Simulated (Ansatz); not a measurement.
**1T (CdI2-type) PtTe₂**

The numbers are results of PBE0-D3(BJ) in Ansatz (plane waves, PAW), not measurements.

Cell: relaxed with PBE-D3(BJ): a = 4.053 Å, b = 4.053 Å, c = 5.092 Å, α = 90.00°, β = 90.00°, γ = 120.00°.

For 1T (CdI2-type) PtTe₂, the interlayer binding energy comes out as 53.5 meV/Å².

Note: exact exchange on metals is sensitive to the k mesh and can open a false gap; the run warned that the count of filled bands differs between k points.

Spin–orbit coupling is not included.

Static lattice: no zero-point or thermal effects.

Cost on a shared machine: around 50 core-minutes (rough).

Ansatz is a first-principles code.
